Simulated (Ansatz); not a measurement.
# LaTiO₂N (Imma, No. 74, 10 atoms in the cell; start mp-1222753)

Computed with LDA in Ansatz (plane waves, PAW).

Numerical settings: plane-wave cutoff 520 eV, 8×8×8 k mesh, Fermi–Dirac smearing 0.01 eV, no spin polarisation, scalar-relativistic PAW data made under PBE.

Cell (relaxed at this level):

LaTiNO$_{2}$ is modelled in the orthorhombic space group Imma (No. 74), Pearson symbol oI20. Cell: a = 5.4320 Å, b = 7.8376 Å, c = 5.5019 Å, α = β = γ = 90.00°. La on 4e has 1 N at 2.403 Å and 2 N at 2.743 Å and 1 N at 3.099 Å and 4 O at 2.556 Å and 4 O at 2.961 Å. Ti on 4b has 4 O at 1.952 Å and 2 N at 1.993 Å (octahedral). N on 4e is coordinated by 2 Ti at 1.993 Å and 1 La at 2.403 Å and 2 La at 2.743 Å and 1 La at 3.099 Å. O on 8g is coordinated by 2 Ti at 1.952 Å and 2 La at 2.556 Å and 2 La at 2.961 Å. (Neighbours: up to the widest gap in distance over summed covalent radii, below 1.35, at either atom; cation-cation and far metal-metal contacts left out.)
(The calculation used a cell of 10 atoms; values per cell refer to that cell.)

- band gap: 0.86 eV (on the SCF k mesh)

Note: the relaxation could not lower the start's symmetry, so the cell can be a saddle point above a distorted one.

Spin–orbit coupling is not included.

Static lattice: no zero-point or thermal effects.

The result took around 9 core-minutes (rough).

A start named mp-… is a Materials Project structure, which need not be a measured phase.

Ansatz is a first-principles code.
